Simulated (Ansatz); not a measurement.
# HfC: strain tensor (xx, yy, zz, yz, xz, xy) = (+0.25, +0.96, +1.57, +0.41, −0.54, +0.41) %

The reference is HfC in the rock salt structure (space group Fm-3m, No. 225; a = 4.6406 Å; relaxed with 0.1 eV smearing). Axes: x, y, z lie along the cube axes.

The change: the symmetric strain tensor [0.0025 0.0041 -0.0054; 0.0041 0.0096 0.0041; -0.0054 0.0041 0.0157], atoms relaxed at fixed cell.

The values are results of plane-wave PAW DFT at the r2SCAN level (Ansatz, a program for electronic structure, 500 eV), spin-orbit coupling left out, not measurements. k-mesh 21×21×21 (Γ-centred); smearing 0.1 eV (Fermi–Dirac).

- Volume per atom: 12.84 Å³ (base 12.49 Å³)
- Shortest interatomic distance: 2.326 Å (base 2.320 Å)
- Energy relative to the base (free energy F): +10 meV/atom
- Pressure (mean of the normal stresses, compression positive): -6.3 GPa (base 0.0 GPa)
- Band gap: zero (base zero)
- Stress (xx, yy, zz, yz, xz, xy; compression positive): (-3.9, -6.5, -8.6, -1.5, 1.9, -1.5) GPa

Final structure:

```yaml
crystal:
  lattice:
    - [-0.00302, 2.35208, 2.36624]
    - [2.31357, 0.01903, 2.34420]
    - [2.33561, 2.35208, -0.00302]
  atoms:
    - { symbol: C, position: [0.00000, 0.00000, 0.00000] }
    - { symbol: Hf, position: [0.50000, 0.50000, 0.50000] }
```

No phonon test of stability was made. All final runs are without spin polarisation.
